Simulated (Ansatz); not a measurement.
## A constructed model of the (100) surface of fcc Pt, a pseudomorphic layer of Os in the host's stacking (bottom of the slab: a bare face, its two planes held)

Computed with PBE (plane waves to 420 eV, PAW; Ansatz, a first-principles code).

Model: 7-atom slab, 12.1 Å thick at the start, 13x13x1 mesh, Fermi-Dirac 0.1 eV, dipole correction, 2 atoms held, the rest relaxed; symmetry of the start imposed; no spin, no spin-orbit, no U. It is one candidate, not shown to be the stable structure of the face.

| Item | Result |
|---|---|
| work function of the top face | 5.58 eV |
| energy released by relaxation | 0.45 eV |
| cost | roughly 2.5 core-minutes |
